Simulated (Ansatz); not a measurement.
## CdTe, response to strain

Start from CdTe in the zinc blende structure (space group F-43m, No. 216; a = 6.558 Å). Axes: x, y, z lie along the cube axes.

Strains are applied to the cell and any free atomic positions relax.

The values are results of Ansatz (a program for electronic structure), r2SCAN, PAW, cutoff 500 eV, without spin-orbit coupling, not measurements.

| uniaxial strain ε_zz (%) | band gap (eV) |
|---|---|
| 0 | 1.17 |
| 0.5 | ? |
| 1 | 1.12 |
| 1.5 | 1.10 |
| 2 | 1.08 |
| 2.5 | 1.06 |
| 3 | 1.03 |

**Question.** Fit E_g = E₀ + Dε (ε in %) to the rows shown and predict the withheld row.

**Answer.** Least squares on the printed values gives E₀ = 1.17 eV, D = -45.1 meV per % of strain (largest residual 0.00 eV); this predicts 1.15 eV, and the run gives 1.14 eV, in agreement.

Spin-orbit coupling, missing from the scalar runs, can matter with Te. Stability against distortions was not tested.
